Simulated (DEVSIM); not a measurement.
Structure: Au/SiO2/p-InP capacitor, at 300 K.

```tsv
layer (left to right)	material	thickness (nm)	Na (cm⁻³)
1	SiO2	15.0	-
2	InP	510	1.5e18
```

Metal gate on the left, work function 5.1 eV. Fixed charge at the semiconductor interface 1.1e12 cm⁻² (in units of +e); no interface traps.

The device is made up for the run: typed textbook-type constants, with dimensions and the other settings drawn at random. Values at 300 K.

```csv
parameter,SiO2,InP
gap (eV),9,1.344
affinity (eV),0.9,4.38
permittivity,3.9,12.5
Nc (cm⁻³),-,5.7e17
Nv (cm⁻³),-,1.1e19
```

Model (solved in DEVSIM): 1D Poisson equation in equilibrium, Boltzmann statistics, complete ionisation; no quantum confinement or tunnelling. Metal contacts follow the ideal Schottky-Mott rule: no Fermi-level pinning, no interface dipoles.

### Question
Tabulate band edges, carrier densities and field at 1.0 V on the gate.

### Answer
Energies count from the Fermi level of the right contact; mesh points crowd at the junctions.

```csv
x (μm),Ec (eV),Ev (eV),n (cm⁻³),p (cm⁻³),field (V/cm)
0.000,3.200,-5.800,< 1e2,< 1e2,780000
0.001064,3.283,-5.717,< 1e2,< 1e2,780000
0.002825,3.421,-5.579,< 1e2,< 1e2,780000
0.006063,3.674,-5.326,< 1e2,< 1e2,780000
0.01122,4.077,-4.923,< 1e2,< 1e2,780000
0.01346,4.253,-4.747,< 1e2,< 1e2,780000
0.01469,4.348,-4.652,< 1e2,< 1e2,780000
0.01605,0.934,-0.410,120,1.4e12,380000
0.01804,1.005,-0.339,< 1e2,2.2e13,340000
0.02209,1.124,-0.220,< 1e2,2.2e15,250000
0.03004,1.255,-0.089,< 1e2,3.5e17,88000
0.05280,1.292,-0.052,< 1e2,1.5e18,190
0.08781,1.292,-0.052,< 1e2,1.5e18,≈ 0
0.1591,1.292,-0.052,< 1e2,1.5e18,≈ 0
0.3371,1.292,-0.052,< 1e2,1.5e18,≈ 0
0.4299,1.292,-0.052,< 1e2,1.5e18,≈ 0
0.4771,1.292,-0.052,< 1e2,1.5e18,≈ 0
0.5003,1.292,-0.052,< 1e2,1.5e18,≈ 0
0.5154,1.292,-0.052,< 1e2,1.5e18,≈ 0
0.5207,1.292,-0.052,< 1e2,1.5e18,≈ 0
0.5234,1.292,-0.052,< 1e2,1.5e18,≈ 0
0.5250,1.292,-0.052,< 1e2,1.5e18,≈ 0
```
